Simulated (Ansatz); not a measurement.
Tm in the hcp (Mg type) structure (space group P6_3/mmc, No. 194; ferromagnetic)

```cif
data_Tm2
_chemical_formula_sum 'Tm2'
_space_group_name_H-M_alt 'P63/mmc'
_space_group_IT_number 194
_space_group_name_Hall '-P 6c 2c'
_cell_length_a 3.53561
_cell_length_b 3.53561
_cell_length_c 5.79816
_cell_angle_alpha 90.000
_cell_angle_beta 90.000
_cell_angle_gamma 120.000
loop_
_atom_site_label
_atom_site_type_symbol
_atom_site_symmetry_multiplicity
_atom_site_Wyckoff_symbol
_atom_site_fract_x
_atom_site_fract_y
_atom_site_fract_z
_atom_site_occupancy
Tm1 Tm 2 d 0.66667 0.33333 0.25000 1
```

Level of theory: PBEsol (Ansatz, an electronic-structure program, PAW, no SOC). Settings: 15×15×8 k-points, 0.05 eV Fermi–Dirac smearing.

Volume per atom: 31.38 Å³
Density: 8.94 g/cm³
Magnetic state: ferromagnetic
Total energy: -12795.452 eV/atom (σ→0; compares only within this code and set-up)

The magnetic state is the one reached from the starting moments; the real material's order can differ, and small cells can't hold many antiferromagnetic ones. Open 4f shells without U are poorly described, and the f state was not checked. No phonon test of stability was made.
